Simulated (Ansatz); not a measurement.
Results of PBE in Ansatz (plane waves, PAW) for rutile ZnF₂.

Numerical settings: plane-wave cutoff 520 eV, 6×6×8 k mesh (along the axes of the cell as run), Fermi–Dirac smearing 0.01 eV, scalar-relativistic PAW data made under PBE.

Starting structure:

```
CELL_PARAMETERS angstrom
      4.70000     0.00000     0.00000
      0.00000     4.70000     0.00000
      0.00000     0.00000     3.13000
ATOMIC_POSITIONS crystal
  Zn 0.00000 0.00000 0.00000
  Zn 0.50000 0.50000 0.50000
  F  0.30300 0.30300 0.00000
  F  0.80300 0.19700 0.50000
  F  0.19700 0.80300 0.50000
  F  0.69700 0.69700 0.00000
```

### Question
Into what structure does the relaxation of cell and atoms lead at this level, with the symmetry of the start kept?

### Answer
The volume grows by 5.8 %; final space group P4_2/mnm.
```
CELL_PARAMETERS angstrom
      4.80163     0.00000     0.00000
      0.00000     4.80163     0.00000
      0.00000     0.00000     3.17413
ATOMIC_POSITIONS crystal
  Zn 0.00000 0.00000 0.00000
  Zn 0.50000 0.50000 0.50000
  F  0.30442 0.30442 0.00000
  F  0.80442 0.19558 0.50000
  F  0.19558 0.80442 0.50000
  F  0.69558 0.69558 0.00000
```

Ansatz is a first-principles code.
